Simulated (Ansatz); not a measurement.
Base system: SrO in the rock salt structure (space group Fm-3m, No. 225; a = 5.1949 Å). Axes: x, y, z lie along the cube axes.

All numbers come from plane-wave PAW DFT at the PBE level (Ansatz, a first-principles code, 420 eV), without spin-orbit coupling.

It is then changed as follows: every lattice vector is stretched by 2.50 %; the atoms relax in the strained cell.

Question: Predict the stress tensor and what it implies for the stiffness.

Answer: Stress of the strained cell less that of the base (GPa, compression positive):
```
  -5.31    0.00    0.00
   0.00   -5.31    0.00
   0.00    0.00   -5.31
```

Then B = −ΔP/(ΔV/V₀) with ΔV/V₀ = 0.0769 gives secant stiffness values (nonlinear terms included at this strain): B ≈ 69 GPa.

As a check, the harmonic strain energy −½ V₀ Δσ:ε is 22 meV/atom; the computed energy rise is 24 meV/atom.

Stability against distortions was not tested.
